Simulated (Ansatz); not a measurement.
## Cubic perovskite KZnF3

These are B3LYP (VWN-RPA form) (Ansatz, a first-principles code, PAW) values and carry that method's errors.

Numerical settings: plane-wave cutoff 460 eV, 6×6×6 k mesh, Fermi–Dirac smearing 0.01 eV, scalar-relativistic PAW data made under PBE.

Cell: measured lattice: a = b = c = 4.0550 Å, α = β = γ = 90.00°.

```yaml
band_gap: 6.50 eV (on the SCF k mesh) (indirect)
smallest_direct_gap_on_the_k_points_sampled: 8.19 eV
```

Note: cell and atoms aren't relaxed at this level (pressure 3.1 GPa).

Static lattice: no zero-point or thermal effects.

Computing time: about 2.5 core-minutes (a rough figure).
